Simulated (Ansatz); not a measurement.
## A constructed model of the (111)A surface of zinc-blende ZnS, Zn-terminated, Zn trimer, 2x2 (bottom of the slab: 2 H on 4 bottom sites)

Calculation: PBE (plane waves to 420 eV, PAW; Ansatz, a first-principles code).

Model: 37-atom slab, 14.0 Å thick at the start with caps and adatoms, 3x3x1 mesh, Fermi-Dirac 0.025 eV, dipole correction, 8 atoms held, the rest relaxed; symmetry of the start imposed; no spin, no spin-orbit, no U. It is one candidate, not shown to be the stable structure of the face.

```
Quantity                                                                Value
-----------------------------------------------  ----------------------------
gap of the slab on its k-mesh                                         0.68 eV
highest filled level below the top vacuum level                       3.80 eV
energy released by relaxation                                         1.28 eV
cost                                             very roughly 11 core-minutes
```
